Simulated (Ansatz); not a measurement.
For InAs (model structure, started from the CsCl type, Pm-3m, No. 221, 2 atoms in the cell), PBE-D3(BJ) (Ansatz, a first-principles code, PAW) gives:

| Quantity | Value |
|---|---|
| lattice constant a | 3.519 Å |
| enthalpy of formation | 0.168 eV/atom |

**Question.** What does r²SCAN (Ansatz, PAW) give for the same quantities?

**Answer.** 
- lattice constant a: 3.543 Å (goes up by 0.7 %)
- formation enthalpy: 0.220 eV/atom (rises by 0.052 eV/atom)

Changes are worked out from the printed values.

Unless a cell is named, each level is at its own relaxed cell (PBE-D3(BJ) 21.79, r²SCAN 22.24 Å³/atom).

Levels without +SOC leave out spin–orbit coupling, which shifts energies and cells of such heavy elements.

Ansatz's density-functional and Hartree–Fock values are scalar-relativistic unless marked +SOC, with PAW data made under PBE.

A model structure was made by putting elements into a prototype or built by hand; it is no filed structure, need not be a known phase, and can be a saddle point held by its symmetry.
